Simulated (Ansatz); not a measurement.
Start from InP in the zinc blende structure (space group F-43m, No. 216; a = 5.8784 Å). Axes: x, y, z lie along the cube axes.

Method: PBEsol, PAW, 420 eV (Ansatz, an electronic-structure program; spin-orbit coupling left out).

Base values:

- Electron mass: 0.046 mₑ (at Γ)

Perturbation: biaxial strain −0.42 %, plane normal [111], relaxed out of plane (Cartesian); in-plane vectors clamped, the third vector and the atoms free.

What happens to the electron mass and out-of-plane strain?

The electron mass changes from 0.046 mₑ (at Γ) to 0.048 mₑ (at Γ); the out-of-plane strain amounts to +0.26 %.

The levels and masses belong to the bands next to the band gap. Masses are band curvatures over ±0.01 Å⁻¹ around the edge. Stability against distortions was not tested.
